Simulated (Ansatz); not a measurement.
Start from ZnS in the wurtzite structure (space group P6_3mc, No. 186; a = 3.845 Å, c = 6.305 Å).

All numbers come from PBE/PAW in Ansatz (an electronic-structure program), scalar-relativistic without spin-orbit coupling.

| level | band gap |
|---|---|
| PBE | 2.08 eV |

Q: From these computed values, estimate the measured ones, and say how each level misses.

A: Measured: band gap 3.91 eV (temperature not stated; as listed in Mehmet Aras, Çetin Kılıç, The Journal of Chemical Physics (2014)). Computed minus measured — band gap: PBE -1.83 eV. Measured values not marked as corrected hold thermal and zero-point effects that the static-lattice runs lack. A measured gap can be an optical one, lowered by exciton binding.

Whether these cells are dynamically stable was not tested.
